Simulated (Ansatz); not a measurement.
The reference is PbSe in the rock salt structure (space group Fm-3m, No. 225; a = 6.178 Å). Axes: x, y, z lie along the cube axes.

It is then changed as follows: tensile biaxial strain of 0.55 % in the plane normal to [001], as in epitaxy on a mismatched substrate; the out-of-plane cell vector and the atoms relax.

Levels (all Ansatz, an electronic-structure program, PAW, earlier PAW set): r2SCAN (500 eV, no spin-orbit coupling); HSE06 (420 eV, scalar-relativistic without spin-orbit coupling).

The geometry is relaxed with r2SCAN.

```
Quantity          Result
---------------  -------
r2SCAN band gap  0.70 eV
```

**Question.** How does going to HSE06 change the band gap?

**Answer.** The band gap rises by 0.13 eV, from 0.70 eV to 0.83 eV.

Single points use the geometry relaxed with r2SCAN. The hybrid gap comes from the SCF mesh plus the semilocal run's edge points and a few special points and is an upper bound. With Pb present, leaving out spin-orbit coupling can change the band edges. Stability against distortions was not tested.
